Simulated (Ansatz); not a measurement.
A periodic model of amorphous Ge-Sb-Te (Ge$_{14}$Sb$_{28}$Te$_{56}$):

```xyz
98
Lattice="14.7967 -0.2404 0.4461 -0.2404 13.2103 -0.2571 0.4461 -0.2571 15.8746" Properties=species:S:1:pos:R:3 pbc="T T T"
Ge     3.2349     5.5917     4.7051
Ge     4.2434     6.3440    14.9831
Ge     8.7450     7.6394    11.4129
Ge     9.4928     0.5310     1.7187
Ge     9.2769     4.6053     4.6123
Ge    12.7112     7.7919     9.2432
Ge     1.0877     7.3349     6.5878
Ge     0.1578    12.8876     4.2399
Ge     1.9509     0.6046     8.2339
Ge     3.9377     1.3620     1.8680
Ge    11.9415     7.3660     4.0989
Ge    10.9269     2.8424    13.8518
Ge     6.2230    12.0560     0.0198
Ge    11.7095     8.8757     0.9539
Sb     9.8391     9.4043     7.5918
Sb     6.6858    -0.1262    12.2292
Sb    14.8999     4.3656    15.4970
Sb    14.3598     0.4480     1.1871
Sb     1.8416     8.1464     2.5316
Sb     1.3217     6.4796     9.4947
Sb     2.2466    10.2605    15.2771
Sb     1.2262     9.9161     9.3514
Sb     6.0033     4.6730     9.5776
Sb     6.0148     2.4435    15.2625
Sb    11.4027    12.7627     9.5648
Sb     8.8851    11.9683     6.3408
Sb     2.8202     0.9875    12.5998
Sb     4.2846    13.0238     5.3912
Sb     5.9090    10.5135     9.2437
Sb    11.9763     3.1102     2.2776
Sb     7.8488     8.5655     4.4910
Sb    12.1562     1.6278     6.4399
Sb     6.2346     5.8916     2.0766
Sb     6.0580     2.7420     4.8517
Sb     8.3907     2.1201     8.6130
Sb    11.6683     5.9513    11.5922
Sb     7.3814     9.1192    15.4455
Sb     4.7987     6.7479     7.8899
Sb     3.6293     4.9046    12.6531
Sb    13.9880    11.4902    13.0078
Sb    10.8197    10.3432    13.3266
Sb    14.3154     2.4335    10.2175
Te     5.9945    10.8051     6.3646
Te     8.4167    12.4007     9.3813
Te     9.4615     4.1847    11.8504
Te    14.5533     9.9078     3.9784
Te     9.4687     6.9568     2.7394
Te    13.2642     3.8326    12.7671
Te     0.3546     6.2845     4.1614
Te     7.6591     8.1092     8.7713
Te    14.8843     1.0364    13.9614
Te     3.1170     3.0624    14.8071
Te     1.7840    12.5978     1.9596
Te     3.9767     8.4712    10.1719
Te     9.7083    10.6957     0.3597
Te     0.1138     3.5314     1.7043
Te    11.0741     6.9748     6.6940
Te     6.2825     6.4885    11.8108
Te     8.0033    10.0811    12.6411
Te     5.6956    12.8380     2.5456
Te     6.9345     5.5532    15.0728
Te     8.5538     0.3982    15.1415
Te     2.0411    10.9834    12.4524
Te     5.7658     8.7014     2.5004
Te    12.1098     0.8044    15.9026
Te    14.2560     9.2940     7.4592
Te    11.3230     0.1218    12.7301
Te     0.2812     2.2569     6.7394
Te     8.7822    11.1140     3.4946
Te     8.4853     5.0491     8.3046
Te     1.4100     6.6099    12.5062
Te     3.3101     8.3333     5.3862
Te     6.0988     5.5828     5.3211
Te    11.6973    10.1733     3.5458
Te    11.7457     5.2812     0.2648
Te     3.2043     2.4196     4.3136
Te     4.7633     8.8614    14.0876
Te    11.0939     9.8073    10.2228
Te     4.5729    -0.1910    10.2413
Te     1.0753     7.4663    15.6882
Te     6.4335     2.7059    12.4113
Te     4.6341    12.7427    14.4281
Te     1.9706    11.6189     6.3211
Te     8.7703     3.2527     2.2189
Te    11.9246    11.9294     6.6082
Te    10.9051     7.4352    13.9657
Te     2.3670     3.0602    10.4763
Te    12.0396     4.3719     4.9176
Te    13.7467     5.0324     8.9886
Te    12.6187     0.3133     3.6372
Te    11.2940     2.5119     9.1861
Te     2.7425     4.7570     7.4311
Te    14.4985    12.3575    10.0401
Te     3.3917     5.6272     1.7484
Te    14.0869    10.5742    15.9174
Te     5.3203     1.9314     7.5512
Te    14.1239     8.4527    11.5773
Te     9.0153     1.6500     5.8296
```

Method: PBE-D3(BJ), scalar-relativistic without spin-orbit coupling, PAW (Ansatz default set, large-core Te) (plane waves to 420 eV; Ansatz, a quantum-chemistry and plane-wave program).

A CHGNet melt-quench gave the starting glass, which DFT then relaxed. The hot cell started wider than the set density and was brought back towards it in steps. It is the lowest in DFT energy of 8 quenches. It is a model cell: composition and starting density were chosen by hand, and all elements were melted together. The geometry includes D3(BJ) dispersion. Its density started from a set value of 5.91 and ended at 6.20 g/cm³. The simulated quench (nominally 40 K/ps over its main leg) is rapid and tends to freeze in more defects than a deposited or slowly cooled glass has. A cell of this size samples the disorder only roughly. Volume and shape were free in the relaxation. Stress components on the final sampling reach 0.5 GPa. On a 2×2×2 Γ-centred mesh force components of up to 0.36 eV/Å stay, since the relaxation ran on the zone centre alone.

Bonds are counted up to Ge-Ge 2.85 Å, Ge-Sb 3.11 Å, Ge-Te 3.18 Å, Sb-Sb 3.34 Å, Sb-Te 3.40 Å, Te-Te 3.31 Å.

Q: Give the coordination numbers, mean bond lengths and angles.

A: 
```yaml
Mean coordination of Ge: 3.79 (6 with 3, 5 with 4, 3 with 5)
Mean coordination of Sb: 4.96 (3 with 3, 4 with 4, 12 with 5, 9 with 6)
Mean coordination of Te: 3.46 (4 with 2, 27 with 3, 20 with 4, 5 with 5)
Mean Sb-Te bond: 3.050 Å (spread 0.148 Å, 132 counted)
Mean Ge-Te bond: 2.855 Å (spread 0.121 Å, 50 counted)
Mean Te-Te bond: 3.168 Å (spread 0.143 Å, 6 counted)
Mean Sb-Sb bond: 2.971 Å (spread 0.037 Å, 2 counted)
Bond angle at Ge: mean 102.4°, spread 24.8°
Bond angle at Sb: mean 104.3°, spread 29.7°
Bond angle at Te: mean 101.0°, spread 25.9°
```

Q: List the pairs of like atoms that count as bonded by the rules above.

A: Sb15-Sb26 (3.01 Å), Sb23-Sb38 (2.93 Å), Te46-Te74 (2.90 Å), Te50-Te70 (3.20 Å), Te55-Te69 (3.30 Å), Te57-Te88 (3.30 Å), Te69-Te74 (3.06 Å), Te71-Te97 (3.25 Å).
